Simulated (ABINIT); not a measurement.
**A short convergence ladder for Ta3Re (I4mm, 4 atoms in the cell)**

```yaml
crystal:
  lattice:
    - [0.00000, 3.25370, 3.25370]
    - [3.25370, 0.00000, 3.25370]
    - [3.25370, 3.25370, 0.00000]
  atoms:
    - { symbol: Ta, position: [0.25000, 0.25000, 0.25000] }
    - { symbol: Ta, position: [0.75000, 0.75000, 0.75000] }
    - { symbol: Ta, position: [0.50768, 0.50768, 0.49232] }
    - { symbol: Re, position: [0.00000, 0.00000, 0.00000] }
```

Base method: PBEsol, norm-conserving pseudopotentials (PseudoDojo nc-sr-04 PBEsol standard) (plane waves; ABINIT).

Base settings: pseudos = [Ta.upf, Re.upf]; ecut = 980 eV; ixc = -116133; occopt = 3; tsmear = 0.00367493 Ha; ngkpt = 4 4 4; nshiftk = 1; shiftk = 0 0 0; potentials = PseudoDojo nc-sr-04 PBEsol standard; nband = 35.

The count of work is k-points × plane waves × bands × iterations; it is no time. Core times come from one kind of shared machine, to one figure; runs under 30 s give none.

**The k-point mesh**

The second cell is the first with its lattice scaled by 0.98.

Only quantities that move along the ladder and can be compared are tabulated.

```csv
ngkpt,free energy less the last step's (meV/atom),energy of the compressed cell less the first (meV/atom),pressure (GPa),largest difference of a force vector from the last step's (eV/Å),count of work / last,core time / last (rough)
2 2 2,-296.94,-71.85,-17.72,0.284,0.072,–
4 4 4,6.61,1.47,-7.06,0.066,0.43,0.4
5 5 5,6.25,-3.85,-7.85,0.084,0.60,0.6
6 6 6,0.00,-6.31,-8.21,0.000,1.0,1
```

Coarsest ngkpt that holds the free energy within 5 meV/atom: not settled: the last two steps still differ by 6.3 meV/atom, over half the tolerance, so the ladder does not show it.

Coarsest ngkpt that holds the pressure within 1 GPa of the last step, with all finer ones: 5 5 5; the step before is off by 1.2 GPa.

Coarsest ngkpt that holds the energy of the compressed cell less the first within 2 meV/atom: not settled: the last two steps still differ by 2.5 meV/atom, over half the tolerance, so the ladder does not show it.

On the base run: the starting cell comes from a database of computed structures (which also holds hypothetical and non-ambient phases and stackings), without a prior relaxation at this level. Its lattice was rescaled by up to half a per cent. One atom was moved a little off its site on purpose. Spin polarisation is off. In the base run, with a pressure of about -7 GPa the cell is away from its equilibrium volume at this level. Without a gap this mesh is coarse (it stands for a supercell whose shortest vector is 18 Å).
